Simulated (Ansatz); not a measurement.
# How far to go with the plane-wave cutoff: TaN (P31m, 6 atoms in the cell)

```
TaN
1.0
    5.23454     0.00000     0.00000
   -2.61727     4.53325     0.00000
    0.00000     0.00000     2.92932
Ta N
3 3
Direct
  0.00000   0.00000   0.01707
  0.33333   0.66667   0.50000
  0.66667   0.33333   0.50000
  0.39239   0.00000   0.00000
  0.60761   0.60761   0.00000
  0.00000   0.39239   0.00000
```

Computed with PBEsol, default PAW files made with PBE (plane waves; Ansatz, a quantum-chemistry and plane-wave program).

Base settings: basis.ecutwfc = 420 eV; kpoints.mp_grid.grid = 5 5 8; hamiltonian.xc = pbesol; hamiltonian.pseudopotentials = {kind: paw} (the program's default PAW files); scf.occupations.method = fermi_dirac; scf.occupations.width = 0.1 eV.

The second cell is the first with its lattice scaled by 0.98.

The mesh stays at the base's, so the ladder's end is converged at best in this setting alone.

The first pressure column holds Ansatz's estimate of the finite-basis (Pulay) stress, which hides part of the cutoff error; the other is without it.

Only quantities that move along the ladder and can be compared are tabulated.

The count of work is k-points × plane waves × bands × iterations; it is no time. 

The starting cell comes from a database of computed structures (which also holds hypothetical and non-ambient phases and stackings), without a prior relaxation at this level. Its lattice was rescaled by up to half a per cent. One atom was moved a little off its site on purpose. Spin polarisation is off. In the base run, with a pressure of about -10 GPa the cell is away from its equilibrium volume at this level.

| basis.ecutwfc | free energy less the last step's (meV/atom) | energy of the compressed cell less the first (meV/atom) | pressure (GPa) | pressure without the Pulay estimate (GPa) | largest difference of a force vector from the last step's (eV/Å) | count of work / last |
|---|---|---|---|---|---|---|
| 145 eV | 10155.34 | 129.69 | 28.30 | -356.76 | 0.583 | 0.053 |
| 170 eV | 4965.74 | 40.95 | 9.45 | -215.47 | 0.658 | 0.080 |
| 190 eV | 2775.57 | 42.05 | -5.89 | -141.68 | 0.283 | 0.083 |
| 210 eV | 1616.97 | -5.80 | -11.91 | -95.82 | 0.090 | 0.098 |
| 230 eV | 955.70 | -10.93 | -12.72 | -65.74 | 0.030 | 0.13 |
| 250 eV | 567.27 | -11.44 | -11.70 | -45.94 | 0.011 | 0.12 |
| 295 eV | 170.59 | -2.86 | -10.21 | -22.87 | 0.007 | 0.15 |
| 335 eV | 55.27 | -2.36 | -10.00 | -15.03 | 0.012 | 0.19 |
| 380 eV | 13.20 | -2.20 | -10.04 | -11.62 | 0.002 | 0.23 |
| 420 eV | 3.10 | -2.24 | -10.07 | -10.52 | 0.001 | 0.26 |
| 460 eV | 0.88 | -2.27 | -10.08 | -10.16 | 0.001 | 0.30 |
| 505 eV | 0.57 | -2.26 | -10.07 | -10.08 | 0.001 | 0.35 |
| 565 eV | 0.43 | -2.27 | -10.07 | -10.09 | 0.000 | 0.42 |
| 630 eV | 0.26 | -2.28 | -10.08 | -10.09 | 0.000 | 0.49 |
| 735 eV | 0.15 | -2.29 | -10.08 | -10.08 | 0.000 | 0.62 |
| 840 eV | 0.09 | -2.30 | -10.08 | -10.09 | 0.000 | 0.77 |
| 1010 eV | 0.00 | -2.31 | -10.08 | -10.09 | 0.000 | 1.0 |

Coarsest basis.ecutwfc that holds the energy of the compressed cell less the first within 0.5 meV/atom of the last step, with all finer ones: 335 eV, at 0.19 of the last step's count of work; the step before is off by 0.55 meV/atom.

Coarsest basis.ecutwfc that holds the pressure without the Pulay estimate within 1 GPa of the last step, with all finer ones: 420 eV, at 0.26 of the last step's count of work; the step before is off by 1.5 GPa.

Coarsest basis.ecutwfc that holds the free energy within 5 meV/atom of the last step, with all finer ones: 420 eV, at 0.26 of the last step's count of work; the step before is off by 13 meV/atom.

The energy difference between the two cells stays within 1 meV/atom of the last step's from 295 eV on, the total only from 460 eV on: much of the error is common to both cells and cancels.

At the lowest cutoff the pressure without the Pulay estimate lies 347 GPa under the last step's, the usual sign of Pulay stress in an incomplete plane-wave basis.

Keys are those of Ansatz 0.2.
